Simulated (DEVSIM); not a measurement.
Structure: Cr/SiO2/p-Si capacitor, at 300 K.

```csv
layer (left to right),material,thickness (nm),Na (cm⁻³)
1,SiO2,39.0,-
2,Si,7000,6.7e15
```

Metal gate on the left, work function 4.5 eV. Fixed charge at the semiconductor interface 0 cm⁻² (in units of +e); no interface traps.

The device is made up for the run: typed textbook-type constants, with dimensions and the other settings drawn at random. Values at 300 K.

```csv
parameter,SiO2,Si
gap (eV),9,1.124
affinity (eV),0.9,4.05
permittivity,3.9,11.7
Nc (cm⁻³),-,2.86e19
Nv (cm⁻³),-,3.1e19
```

Model (solved in DEVSIM): 1D Poisson equation in equilibrium, Boltzmann statistics, complete ionisation; no quantum confinement or tunnelling. Metal contacts follow the ideal Schottky-Mott rule: no Fermi-level pinning, no interface dipoles.

The gate work function was swept, all else fixed.

```csv
gate work function (eV),threshold voltage (band bending 2φF) (V),flat-band voltage (V)
4.2,0.38,-0.76
4.35,0.53,-0.61
4.5,0.68,-0.46
4.65,0.83,-0.31
4.8,0.98,-0.16
```

From the first row to the last the threshold voltage (band bending 2φF) goes from 0.38 to 0.98. From the first row to the last the flat-band voltage goes from -0.76 to -0.16.
